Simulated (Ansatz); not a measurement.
## Pressure series in SnTe

Take SnTe in the rock salt structure (space group Fm-3m, No. 225) as the base.

```yaml
crystal:
  lattice:
    - [0.00000, 3.18483, 3.18483]
    - [3.18483, 0.00000, 3.18483]
    - [3.18483, 3.18483, 0.00000]
  atoms:
    - { symbol: Sn, position: [0.00000, 0.00000, 0.00000] }
    - { symbol: Te, position: [0.50000, 0.50000, 0.50000] }
```

Cell and atoms are relaxed at each pressure.

The values are results of DFT with r2SCAN, PAW potentials and a 500 eV plane-wave cutoff in Ansatz (an electronic-structure program), spin-orbit coupling left out, not measurements.

| pressure (GPa) | volume per atom (Å³/atom) |
|---|---|
| -2 | 33.989 |
| -1 | 33.093 |
| 0 | 32.304 |
| 0.9 | 31.685 |
| 2.1 | 30.932 |
| 9 | ? |
| 15 | 26.081 |
| 22.5 | 24.401 |
| 30 | 23.159 |

### Question
Fit the third-order Birch–Murnaghan form P(V) = (3B₀/2)[(V₀/V)^(7/3) − (V₀/V)^(5/3)]·[1 + (3/4)(B₀′ − 4)((V₀/V)^(2/3) − 1)] (squares taken in P) to the rows shown and predict the withheld row.

### Answer
Least squares on the printed values gives V₀ = 32.312 Å³/atom, B₀ = 44.2 GPa, B₀′ = 4.2; this predicts 27.851 Å³/atom, and the run gives 27.864 Å³/atom, 0.013 higher.

Measured bulk modulus of SnTe: 37.8 GPa (temperature not stated; as listed in Cormac Toher et al., Physical Review Materials (2017)); the computed value is for a static lattice, so the two differ by thermal effects too.

Load acts through the strain it causes; cell and atoms are relaxed under it. Whether these cells are dynamically stable was not tested. No other phases were tried under pressure. All final runs are without spin polarisation.
